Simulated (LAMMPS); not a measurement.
MD of HfO2 (fluorite) at zero pressure over temperature, 324 atoms; each row names its start.

Level of theory: classical MD, Buckingham potential of Lewis and Catlow, J. Phys. C 18, 1149 (1985), first set, used with rigid ions (no shells), PPPM sums, short-range terms cut at 10 Å, modified for these runs by an r^-4 repulsive force inside the short-range force's maximum, run in LAMMPS.

```csv
"T (K), start",state,volume,enthalpy,"first peak of g(r), Hf-O",coordination number of Hf by O
"100, crystal",crystal; no diffusion seen in 21 ps,11.0527 ± 0.0002 Å³/atom,-36.9360 ± 0.0001 eV/atom,"2.21 Å, height 20.6",8.0 (counted to 3.02 Å)
"200, crystal",crystal; no diffusion seen in 21 ps,11.0735 ± 0.0004 Å³/atom,-36.9101 ± 0.0001 eV/atom,"2.21 Å, height 15.5",8.00 (counted to 3.06 Å)
"300, crystal",crystal; no diffusion seen in 21 ps,11.0953 ± 0.0003 Å³/atom,-36.8838 ± 0.0004 eV/atom,"2.21 Å, height 13.0",8.00 (counted to 3.10 Å)
"1370, crystal",crystal; no diffusion seen in 21 ps,11.340 ± 0.001 Å³/atom,-36.600 ± 0.002 eV/atom,"2.18 Å, height 6.2",8.00 (counted to 3.26 Å)
"1830, crystal",crystal; no diffusion seen in 21 ps,11.456 ± 0.002 Å³/atom,-36.474 ± 0.002 eV/atom,"2.17 Å, height 5.4",8.0 (counted to 3.34 Å)
"2290, crystal",crystal; no diffusion seen in 21 ps,11.576 ± 0.002 Å³/atom,-36.349 ± 0.001 eV/atom,"2.15 Å, height 5.0",8.0 (counted to 3.34 Å)
"2740, crystal",crystal; no diffusion seen in 21 ps,11.706 ± 0.003 Å³/atom,-36.218 ± 0.002 eV/atom,"2.15 Å, height 4.6",7.99 (counted to 3.26 Å)
"3200, crystal",crystal; no diffusion seen in 21 ps,11.825 ± 0.002 Å³/atom,-36.092 ± 0.001 eV/atom,"2.12 Å, height 4.3",8.0 (counted to 3.34 Å)
"3660, crystal",crystal; no diffusion seen in 21 ps,11.961 ± 0.002 Å³/atom,-35.958 ± 0.002 eV/atom,"2.12 Å, height 4.1",7.98 (counted to 3.30 Å)
```

Measured melting point: 3073 K (chemicals 1.5.2 (Python package), Misc/Physical Constants of Inorganic Compounds.csv; one source, unchecked).

Caution: the potential ionic pair potential lewis1985a is fitted to static crystal properties with a polarisable anion, which is rigid here.

Caution: in nature this polymorph isn't the stable one over the whole range of temperature at this pressure, and short runs keep a crystal in its starting form.

Caution (rows 1370, crystal; 1830, crystal; 2290, crystal; 2740, crystal; 3200, crystal; 3660, crystal): a run this short can hold a crystal over, or a liquid under, the potential's own melting point, which these runs don't give.

From the crystal rows between 100 and 300 K, estimate the mean linear expansion coefficient and the heat capacity. The slope of ln V over three gives 6.4 × 10^-6 /K, and dH/dT = 3.0 kB/atom. Nuclei are classical here, so the heat capacity stays near 3 kB/atom, where a real crystal's falls off below its Debye temperature.

States go by the mean squared displacement: a species diffuses where it passes 1.5 Å², still rises and gives D over 1e-6 cm²/s; a crystal has left its structure where atoms lie 0.35 Å off their sites on average or a cubic box changes its shape by 3 %, or the axial ratios of another lie 8 % off the starting cell's, which the potential's own relaxation can also do.

Errors shown are sampling errors alone.
